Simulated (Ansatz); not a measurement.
## A series of runs on NaCd4As3 (R-3m, 8 atoms in the cell)

```yaml
crystal:
  lattice:
    - [2.26824, 1.30957, 11.36298]
    - [-2.26824, 1.30957, 11.36298]
    - [0.00000, -2.61914, 11.36298]
  atoms:
    - { symbol: Na, position: [0.50000, 0.50000, 0.50000] }
    - { symbol: Cd, position: [0.09547, 0.09547, 0.09547] }
    - { symbol: Cd, position: [0.90453, 0.90453, 0.90453] }
    - { symbol: Cd, position: [0.29918, 0.29918, 0.29918] }
    - { symbol: Cd, position: [0.70082, 0.70082, 0.70082] }
    - { symbol: As, position: [0.21980, 0.21980, 0.21980] }
    - { symbol: As, position: [0.78020, 0.78020, 0.78020] }
    - { symbol: As, position: [0.00000, 0.00000, 0.00000] }
```

Base run A: PBEsol, default PAW files made with PBE (Ansatz, a program for electronic structure), self-consistent single point.

Its settings: basis.ecutwfc = 420 eV; kpoints.mp_grid.grid = 6 6 6; hamiltonian.xc = pbesol; hamiltonian.pseudopotentials = {kind: paw} (the program's default PAW files); scf.occupations.method = fermi_dirac; scf.occupations.width = 0.1 eV.

The starting cell comes from a database of computed structures (which also holds hypothetical and non-ambient phases and stackings), without a prior relaxation at this level. Its lattice was rescaled by a random factor within 2.5 % of one. Ansatz's pressure includes its estimate of the finite-basis (Pulay) stress. The run gives no clean gap (levels at the Fermi energy touch, overlap or are partly filled at this smearing), which alone does not show that the compound is a metal.

A dash stands where there is no value to compare (another energy zero or no entropy term, no result, no spin, no clean gap, or a mesh too coarse for one). 

Run A gave: pressure (GPa) -2.79; largest force (eV/Å) 0.264.

Runs:
- B: hamiltonian.dispersion: default → d3bj [PBEsol-D3BJ]
- C: hamiltonian.dispersion: default → d3bjatm [PBEsol-D3BJ-ATM]
- D: hamiltonian.dispersion: default → d4 [PBEsol-D4]

### Question
What does run C change against A?

### Answer
The pressure goes from -2.79 to -4.60 GPa and the largest force goes from 0.264 to 0.275 eV/Å.

### Question
What does run B change against A?

### Answer
The pressure goes from -2.79 to -4.87 GPa and the largest force goes from 0.264 to 0.276 eV/Å.

### Question
What does run D change against A?

### Answer
The pressure goes from -2.79 to -3.87 GPa and the largest force goes from 0.264 to 0.274 eV/Å.

```
run  pressure (GPa)  largest force (eV/Å)  dispersion energy (eV/atom)
---  --------------  --------------------  ---------------------------
A             -2.79                 0.264                            –
B             -4.87                 0.276                       -0.318
C             -4.60                 0.275                       -0.298
D             -3.87                 0.274                       -0.175
```

Left out of this page: 1 run of the series held back from this collection.

Keys are those of Ansatz 0.2.
